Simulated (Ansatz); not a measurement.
Take Si in the diamond structure (space group Fd-3m, No. 227; a = 5.4441 Å) as the base.

Computed with r2SCAN (Ansatz, a first-principles code, PAW, scalar-relativistic without spin-orbit coupling), earlier PAW set.

Before the change:

| Property | Value |
|---|---|
| Smallest direct gap | 2.74 eV |
| Valley order | a point along ⟨100⟩, about 1.0 Å⁻¹ from Γ 0.78 eV; L along ⟨111⟩ 1.84 eV |

Modification: every lattice vector is stretched by 0.79 %, atoms relaxed at fixed cell.

Q: What does the calculation give for the smallest direct gap after the change?

A: The smallest direct gap drops by 0.01 eV (2.74 eV → 2.73 eV).

Q: Predict the new valley order.

A: The valley order (the lowest conduction-band minima on the path, energy above the VBM, named in the base's zone) goes from a point along ⟨100⟩, about 1.0 Å⁻¹ from Γ 0.78 eV; L along ⟨111⟩ 1.84 eV to a point along ⟨100⟩, about 1.0 Å⁻¹ from Γ 0.82 eV; L along ⟨111⟩ 1.75 eV.

The cells carry an imposed strain or load. Stability against distortions was not tested.
